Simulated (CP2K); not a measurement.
Band structure of Re (P6_3/mmc, 4 atoms in the cell).

```
Re
1.0
    2.76833     0.00000     0.00000
   -1.38416     2.39744     0.00000
    0.00000     0.00000     8.94511
Re
4
Direct
  0.00000   0.00000   0.00000
  0.00000   0.00000   0.50000
  0.33333   0.66667   0.25000
  0.66667   0.33333   0.75000
```

Method of the run: CP2K with PBE, GPW, DZVP-MOLOPT-SR-GTH basis, GTH-PBE potentials (GTH_POTENTIALS).

Settings: CUTOFF = 500 Ry; REL_CUTOFF = 50 Ry; SMEAR/METHOD = FERMI_DIRAC; ELECTRONIC_TEMPERATURE = 580.23 K; KPOINTS/SCHEME = MONKHORST-PACK 11 11 3; XC_FUNCTIONAL = PBE; Re/BASIS_SET = DZVP-MOLOPT-SR-GTH-q15; Re/POTENTIAL = GTH-PBE-q15; METHOD = GPW; EPS_DEFAULT = 1e-11; EXTRAPOLATION = USE_GUESS; NGRIDS = 5; SCF_GUESS = ATOMIC; EPS_SCF = 1e-07.

The starting cell comes from a database of computed structures (which also holds hypothetical and non-ambient phases and stackings), without a prior relaxation at this level. Its lattice was rescaled by a random factor within 2.5 % of one. Spin-orbit coupling is off. Spin polarisation is off. Values carry the incompleteness of an atom-centred basis.

Levels in eV from the Fermi level, bands 27 to 32:
```json
[
 {"point": "Γ", "27": "-1.59", "28": "-1.18", "29": "-1.18", "30": "-1.08", "31": "-1.08", "32": "0.58"},
 {"point": "M", "27": "-0.79", "28": "0.33", "29": "0.33", "30": "1.21", "31": "2.17", "32": "3.93"},
 {"point": "K", "27": "-2.20", "28": "-2.20", "29": "-0.05", "30": "-0.05", "31": "1.65", "32": "1.65"},
 {"point": "A", "27": "-1.40", "28": "-1.40", "29": "-1.40", "30": "-1.40", "31": "-1.16", "32": "-1.16"},
 {"point": "L", "27": "-0.70", "28": "-0.70", "29": "0.25", "30": "0.25", "31": "2.71", "32": "2.71"},
 {"point": "H", "27": "-2.22", "28": "-2.22", "29": "-0.01", "30": "-0.01", "31": "1.08", "32": "1.08"}
]
```

Bands cross the Fermi level along this path, so the cell is metallic at this level.

Higher empty bands are left out: an atom-centred basis made for the valence describes them poorly.
